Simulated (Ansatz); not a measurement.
Here is the system:

End structure of a constructed model of the (0001) surface of hcp Mg, a pseudomorphic layer of V in the host's stacking (bottom of the slab: a bare face, its two planes held):

```xyz
7
Lattice="3.1990 0.0000 0.0000 -1.5995 2.7704 0.0000 0.0000 0.0000 31.5000" Properties=species:S:1:pos:R:3 pbc="T T T"
Mg     1.5995     0.9235     8.0563
Mg     0.0000     1.8470    10.6458
Mg     1.5995     0.9235    13.2595
Mg     0.0000     1.8470    15.8586
Mg     1.5995     0.9235    18.4626
Mg     0.0000     1.8470    21.1041
V      1.5995     0.9235    23.3815
```

Slab: 7 atoms, 15.4 Å thick at the start; k 13x13x1, smearing 0.1 eV, dipole-corrected; 2 atoms held, the rest relaxed; start symmetry kept, larger cells not searched; spin-polarised, ending with about 3.2 μB a cell; orders that need a larger cell were not tried, no spin-orbit, no U. It is one candidate, not shown to be the stable structure of the face.

**Question.** What work function of the top face does PBE (Ansatz, a program for electronic structure) give?

**Answer.** 4.00 eV
